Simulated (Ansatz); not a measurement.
tetragonal MoSi2 (1 1 0) on silicon (0 0 1) (film strained to the substrate, started from cuts of the bulks and a machine-learned relaxation; slabs Si72 and Mo20Si40, which can lie off the formulas)

A periodic stack without vacuum, tetragonal MoSi2 (1 1 0) on silicon (0 0 1) (film strained to the substrate, started from cuts of the bulks and a machine-learned relaxation; slabs Si72 and Mo20Si40, which can lie off the formulas): substrate slab Si72, film Mo20Si40, surface cells [[2, 0], [2, 3]] and [[2, 1], [-1, 2]], film strained by -1.7 and +2.0 %, outermost planes Si/Si and MoSi/MoSi as cut, which need not be the usual terminations and can put a slab off its formula.

The start was prepared with a machine-learned potential, and the result is one local minimum, with the in-plane cell held and forces under 0.04 eV/Å; the film can end far from its bulk form.

The numbers are results of PBE (plane waves to 420 eV, PAW; Ansatz, a program for electronic structure), not measurements. No spin–orbit coupling; the runs are not spin-polarised; PBE gaps are too small against experiment. Its k-point mesh 4×3×1, Fermi–Dirac width 0.05 eV.

The interface area comes out as 89.8 Å². The period is 26.01 Å, the heights between the nearest atoms of the two slabs at the two interfaces is 1.98 and 1.98 Å and the Mo–Si contacts across the interfaces within 1.22 times the sum of covalent radii is 12, mean 2.53 Å. The Si–Si contacts across the interfaces within 1.22 times the sum of covalent radii is 12, mean 2.59 Å, the hole barrier (PBE) is 0.24 eV and the electron barrier (PBE) is 0.37 eV.

```
CELL_PARAMETERS angstrom
      7.73445    -0.00008     0.14340
     -3.86702    11.60366    -0.07602
      3.38478     0.31257    26.08136
ATOMIC_POSITIONS crystal
  Si 0.01529 0.98660 0.09073
  Si 0.51909 0.98651 0.09075
  Si 0.18847 0.32706 0.09037
  Si 0.68621 0.32698 0.09037
  Si 0.35966 0.66742 0.09078
  Si 0.85546 0.66732 0.09076
  Si 0.26525 0.93519 0.04339
  Si 0.78367 0.96500 0.03627
  Si 0.46642 0.33174 0.03704
  Si 0.96085 0.32172 0.03817
  Si 0.64772 0.69303 0.03606
  Si 0.15878 0.72263 0.04369
  Si 0.79991 0.15573 0.19447
  Si 0.30028 0.15578 0.19376
  Si 0.96801 0.49152 0.19392
  Si 0.46774 0.49239 0.19535
  Si 0.13299 0.82425 0.19650
  Si 0.63093 0.82452 0.20112
  Si 0.07527 0.15594 0.14118
  Si 0.57805 0.15584 0.14117
  Si 0.24902 0.49535 0.14147
  Si 0.74332 0.49525 0.14147
  Si 0.41720 0.82560 0.14700
  Si 0.89987 0.82560 0.14695
  Si 0.91458 0.99070 0.30153
  Si 0.41303 0.99074 0.30151
  Si 0.07968 0.31968 0.29959
  Si 0.57887 0.31975 0.29959
  Si 0.24394 0.65322 0.30153
  Si 0.74606 0.65324 0.30154
  Si 0.19033 0.99060 0.24838
  Si 0.69082 0.99315 0.25003
  Si 0.35659 0.32127 0.24653
  Si 0.85706 0.32220 0.24655
  Si 0.52097 0.65373 0.25018
  Si 0.02263 0.65508 0.24821
  Si 0.69136 0.15211 0.40772
  Si 0.19186 0.15309 0.40779
  Si 0.85771 0.48120 0.40426
  Si 0.35804 0.48371 0.40595
  Si 0.02752 0.82069 0.40416
  Si 0.52577 0.81927 0.40611
  Si 0.96959 0.15463 0.35471
  Si 0.46875 0.15467 0.35469
  Si 0.13548 0.48363 0.35277
  Si 0.63382 0.48366 0.35279
  Si 0.30452 0.82118 0.35279
  Si 0.80237 0.82116 0.35279
  Si 0.80505 0.97907 0.51285
  Si 0.29965 0.97908 0.51286
  Si 0.97037 0.31842 0.51313
  Si 0.47339 0.31845 0.51312
  Si 0.13121 0.64872 0.50737
  Si 0.64870 0.64872 0.50733
  Si 0.08079 0.98203 0.45901
  Si 0.58045 0.98285 0.46038
  Si 0.24818 0.31850 0.46058
  Si 0.74862 0.31859 0.45980
  Si 0.41537 0.65009 0.45783
  Si 0.91765 0.64981 0.45318
  Si 0.58731 0.15250 0.61616
  Si 0.08199 0.14301 0.61731
  Si 0.76510 0.50961 0.61801
  Si 0.28358 0.53940 0.61086
  Si 0.90115 0.78192 0.61833
  Si 0.38999 0.75188 0.61059
  Si 0.86187 0.14733 0.56397
  Si 0.35980 0.14738 0.56397
  Si 0.02937 0.48768 0.56360
  Si 0.53340 0.48773 0.56358
  Si 0.18891 0.80699 0.56354
  Si 0.69327 0.80695 0.56351
  Mo 0.59215 0.24486 0.69937
  Mo 0.79129 0.64073 0.69706
  Mo 0.98801 0.03580 0.69862
  Mo 0.19034 0.44131 0.69946
  Mo 0.38896 0.83904 0.69991
  Mo 0.44846 0.04066 0.78249
  Mo 0.64773 0.44010 0.78337
  Mo 0.84607 0.83648 0.78314
  Mo 0.04594 0.23599 0.78283
  Mo 0.24597 0.63725 0.78411
  Mo 0.30273 0.83685 0.87017
  Mo 0.50276 0.23818 0.87144
  Mo 0.70265 0.63765 0.87113
  Mo 0.90095 0.03404 0.87090
  Mo 0.10024 0.43348 0.87177
  Mo 0.15972 0.63508 0.95441
  Mo 0.35839 0.03279 0.95474
  Mo 0.56064 0.43819 0.95559
  Mo 0.75745 0.83340 0.95722
  Mo 0.95645 0.22918 0.95496
  Si 0.92735 0.24307 0.69513
  Si 0.12505 0.64064 0.69688
  Si 0.32637 0.03802 0.69447
  Si 0.52035 0.43884 0.69691
  Si 0.72129 0.84235 0.69690
  Si 0.86048 0.43888 0.69689
  Si 0.06302 0.84236 0.69689
  Si 0.25927 0.24297 0.69513
  Si 0.45750 0.64062 0.69689
  Si 0.65599 0.03804 0.69445
  Si 0.78014 0.03802 0.78267
  Si 0.98191 0.43853 0.78375
  Si 0.18167 0.83763 0.78351
  Si 0.37989 0.23832 0.78334
  Si 0.58083 0.63798 0.78325
  Si 0.71387 0.23834 0.78336
  Si 0.91272 0.63801 0.78327
  Si 0.11392 0.03802 0.78270
  Si 0.31163 0.43854 0.78375
  Si 0.51126 0.83765 0.78352
  Si 0.63603 0.83610 0.87099
  Si 0.83490 0.23585 0.87099
  Si 0.03745 0.63646 0.87082
  Si 0.23700 0.03557 0.87050
  Si 0.43472 0.43608 0.87156
  Si 0.56692 0.03564 0.87050
  Si 0.76858 0.43613 0.87156
  Si 0.96790 0.83613 0.87102
  Si 0.16871 0.23580 0.87098
  Si 0.36698 0.63641 0.87080
  Si 0.48582 0.63166 0.95744
  Si 0.68817 0.03510 0.95738
  Si 0.89262 0.43591 0.95976
  Si 0.09111 0.83349 0.95740
  Si 0.28945 0.23105 0.95916
  Si 0.42362 0.83349 0.95733
  Si 0.62093 0.23087 0.95923
  Si 0.82726 0.63154 0.95746
  Si 0.02853 0.03523 0.95739
  Si 0.22220 0.43604 0.95983
```
